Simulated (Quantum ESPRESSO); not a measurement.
Worked example: relaxation of the atoms of Hf2Hg (I4mm, 3 atoms in the cell) in Quantum ESPRESSO.

Computed with LDA (PZ), GBRV 1.5 ultrasoft (LDA) pseudopotentials (plane waves; Quantum ESPRESSO 7.5).

Input as run:

```fortran
&control
   calculation = 'relax'
   outdir = './tmp'
   pseudo_dir = './'
   verbosity = 'high'
   forc_conv_thr = 7.8e-03
/
&system
   ibrav = 7
   celldm(1) = 6.2740608091
   celldm(3) = 3.484333256026
   nat = 3
   ntyp = 2
   ecutwfc = 40
   ecutrho = 320
   occupations = 'smearing'
   smearing = 'fermi-dirac'
   degauss = 0.0073499
/
&electrons
   conv_thr = 1.0e-11
   mixing_beta = 0.4
/
&ions
/
ATOMIC_SPECIES
Hf   178.4900  hf_lda_v1.uspp.F.UPF
Hg   200.5920  hg_lda_v1.uspp.F.UPF
ATOMIC_POSITIONS crystal
Hf    0.0000000000    0.6786960000    0.6786960000
Hf    0.0000000000    0.3342700000    0.3342700000
Hg    0.0000000000    0.0000000000    0.0000000000
K_POINTS automatic
6 6 6  0 0 0
```

The program printed (abridged):

```
     Self-consistent Calculation

     iteration #  1     ecut=    40.00 Ry     beta= 0.40

---- Real-time Memory Report at c_bands before calling an iterative solver
           321 MiB given to the printing process from OS
            74 MiB allocation reported by mallinfo(arena+hblkhd)
------------------

     negative rho (up, down):  2.243E-01 0.000E+00

     total energy              =    -407.49879945 Ry
     estimated scf accuracy    <      36.01646391 Ry

     iteration #  2     ecut=    40.00 Ry     beta= 0.40

---- Real-time Memory Report at c_bands before calling an iterative solver
   [... lines left out ...]
           358 MiB given to the printing process from OS
           103 MiB allocation reported by mallinfo(arena+hblkhd)
------------------

     negative rho (up, down):  2.241E-01 0.000E+00

     total energy              =    -424.71130603 Ry
     estimated scf accuracy    <          3.7E-11 Ry

     iteration # 19     ecut=    40.00 Ry     beta= 0.40

---- Real-time Memory Report at c_bands before calling an iterative solver
           359 MiB given to the printing process from OS
           103 MiB allocation reported by mallinfo(arena+hblkhd)
------------------

     negative rho (up, down):  2.241E-01 0.000E+00
     End of self-consistent calculation

     the Fermi energy is    14.6739 ev

!    total energy              =    -424.71130603 Ry
     estimated scf accuracy    <          5.4E-12 Ry
     smearing contrib. (-TS)   =      -0.00539011 Ry
     internal energy E=F+TS    =    -424.70591591 Ry

     convergence has been achieved in  19 iterations

     negative rho (up, down):  2.241E-01 0.000E+00

     Forces acting on atoms (cartesian axes, Ry/au):

     atom    1 type  1   force =     0.00000000    0.00000000   -0.05522705
     atom    2 type  1   force =     0.00000000    0.00000000    0.04371605
     atom    3 type  2   force =     0.00000000    0.00000000    0.01151100

     Total force =     0.071370     Total SCF correction =     0.000008

     BFGS Geometry Optimization
     Energy error            =      5.1E-03 Ry
   [... lines left out ...]
     the Fermi energy is    14.7003 ev
!    total energy              =    -424.71955034 Ry
     Total force =     0.006441     Total SCF correction =     0.000001
     bfgs converged in   5 scf cycles and   4 bfgs steps
   [... lines left out ...]

     End of BFGS Geometry Optimization

     Final energy             =    -424.7195503383 Ry

     File ./tmp/pwscf.bfgs deleted, as requested
Begin final coordinates

ATOMIC_POSITIONS (crystal)
Hf               0.0000000000        0.6701307522        0.6701307522
Hf               0.0000000000        0.3400707673        0.3400707673
Hg               0.0000000000        0.0027644805        0.0027644805
End final coordinates

   JOB DONE.
```

The run converged.  The full log also holds: “c_bands:  1 eigenvalues not converged”.

Summary of the result:
| Quantity | Value |
|---|---|
| Free energy E − TS | -5778.6039 eV |
| Fermi level (on the code's own zero) | 14.70 eV |
| Largest force (vector length) | 0.125 eV/Å |
| Relaxation steps | 4 |

The starting cell comes from a database of computed structures (which also holds hypothetical and non-ambient phases and stackings), without a prior relaxation at this level. Its lattice was rescaled by up to half a per cent. For this run, on top of that: one atom moved by 0.15 angstrom. Spin-orbit coupling is off. The relaxation keeps the symmetry of its start, so its end need not be a minimum.

Cost on one core of a shared machine: roughly 8 min.
